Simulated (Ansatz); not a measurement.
Input and output of a self-consistent single point for Au (Fm-3m, 1 atom in the cell) (Ansatz, a program for electronic structure).

Method: PBEsol, default PAW files made with PBE (plane waves; Ansatz).

```yaml
crystal:
  lattice:
    - [0.00000, 2.03388, 2.03388]
    - [2.03388, 0.00000, 2.03388]
    - [2.03388, 2.03388, 0.00000]
  atoms:
    - { symbol: Au, position: [0.00000, 0.00000, 0.00000] }
```

Reference input (self-consistent single point, DFT, PBEsol, plane waves, default PAW files made with PBE): basis.ecutwfc = 420 eV; kpoints.mp_grid.grid = 14 14 14; hamiltonian.xc = pbesol; hamiltonian.pseudopotentials = {kind: paw} (the program's default PAW files); scf.occupations.method = fermi_dirac; scf.occupations.width = 0.1 eV. This run's input differs from it in these lines:

Ansatz 0.2 input:
```diff
@@ -11,3 +11,3 @@
 kpoints:
-  mp_grid: { grid: [14, 14, 14] }
+  mp_grid: { grid: [23, 23, 23] }
 hamiltonian:
@@ -16,3 +16,3 @@
 scf:
-  occupations: { method: fermi_dirac, width: 0.1 }
+  occupations: { method: gaussian, width: 0.1 }
 output:
```

Log, with long lists cut:

```
SCF iter   1: F=—  HF=-13007.099509 eV  |F-HF|=—  |Δ(HF+E_count)|=         —  Δρ=6.46e-3  dr2=6.53e-3  ethr=1.77e-3  ⟨swp⟩=4.7  Hψ=25551  notcnv=0
all-band conjugate gradients solve this SCF's bands
preconditioner: auto → none
SCF iter   2: F=—  HF=-13007.097984 eV  |F-HF|=—  |Δ(HF+E_count)|=   1.53e-3  Δρ=2.83e-3  dr2=1.17e-3  ethr=3.43e-5  ⟨swp⟩=1.0  Hψ=8020  notcnv=0
SCF iter   3: F=—  HF=-13007.097656 eV  |F-HF|=—  |Δ(HF+E_count)|=   3.28e-4  Δρ=4.17e-4  dr2=1.12e-5  ethr=6.14e-6  ⟨swp⟩=2.0  Hψ=6735  notcnv=0
SCF iter   4: F=—  HF=-13007.097658 eV  |F-HF|=—  |Δ(HF+E_count)|=   1.89e-6  Δρ=4.42e-5  dr2=1.46e-7  ethr=5.91e-8  ⟨swp⟩=2.6  Hψ=7933  notcnv=0
iter 5 did not close the SCF: its close was put off for the readings that it lacked (scf_convergence_deferred on its scf_iter line)
SCF iter   5: F=-13007.097658 eV  HF=-13007.097658 eV  |F-HF|=1.16e-10  |Δ(HF+E_count)|=   1.31e-7  Δρ=3.15e-6  dr2=7.87e-10  ethr=7.68e-10  ⟨swp⟩=2.6  Hψ=8370  notcnv=0
SCF iter   6: F=-13007.097658 eV  HF=-13007.097658 eV  |F-HF|=3.82e-11  |Δ(HF+E_count)|=  1.76e-10  Δρ=5.28e-7  dr2=3.98e-11  ethr=4.14e-12  ⟨swp⟩=2.3  Hψ=16381  notcnv=0
SCF 1 converged in 6 iterations: F = -13007.097658 eV  dr2 = 3.98e-11
Free energy (F): -13007.097658 eV
Internal energy: -13007.095444 eV  (E = F + TS)
E sigma→0 (E₀):  -13007.096551 eV
Entropy (-TS):   -0.002214 eV (-2.214 meV/atom)
Fermi energy:    20.847433 eV
--- Forces (eV/Å), atoms counted from 1 ---
  atom   1  Au    -0.00000000     0.00000000    -0.00000000
--- Stress (GPa, compression-positive) ---
        1.929133       0.000000       0.000000
        0.000000       1.929133      -0.000000
        0.000000      -0.000000       1.929133
  P = ⅓ Tr σ = 1.9291 GPa (19.291 kbar)
  The stress holds the Pulay correction. Without it, at fixed plane waves, as pw.x and ABINIT print it: P = 1.8818 GPa
```

The run converged in 6 iterations. Against the reference run the free energy rises by 3.4 meV/atom and the pressure goes from 2.04 to 1.93 GPa.

The starting cell has typed, rounded lattice constants, without a prior relaxation at this level. Its lattice was rescaled by up to half a per cent. Ansatz's pressure includes its estimate of the finite-basis (Pulay) stress.
